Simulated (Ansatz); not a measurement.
Start from C in the diamond structure (space group Fd-3m, No. 227).

```xyz
2
Lattice="0.0000 1.7801 1.7801 1.7801 0.0000 1.7801 1.7801 1.7801 0.0000" Properties=species:S:1:pos:R:3 pbc="T T T"
C      1.7801     1.7801     1.7801
C      2.6702     2.6702     2.6702
```

Cartesian axes are those of the cell as printed.

Computed with r2SCAN/PAW in Ansatz (a quantum-chemistry and plane-wave program), scalar-relativistic without spin-orbit coupling, earlier PAW set.

Before the change:

- Band gap = 4.36 eV
- Valence-band top at Γ = 0.00, 0.00, 0.00 eV

One thing is altered: tensile biaxial strain of 1.45 % in the plane normal to [110], as in epitaxy on a mismatched substrate; the out-of-plane cell vector and the atoms relax.

How does this affect the band gap, ratio −ε⊥/ε∥, valence-band top at Γ and in-plane stress?

The band gap falls by 0.18 eV to 4.18 eV; the ratio −ε⊥/ε∥ comes out as 0.11; the valence-band top at Γ (three highest levels, from the VBM) changes from 0.00, 0.00, 0.00 eV to 0.00, -0.01, -0.14 eV; the mean in-plane stress (compression positive) amounts to -17.3 GPa.

A biaxial case was relaxed in a doubled cell and then solved in the primitive one. No phonon test of stability was made.
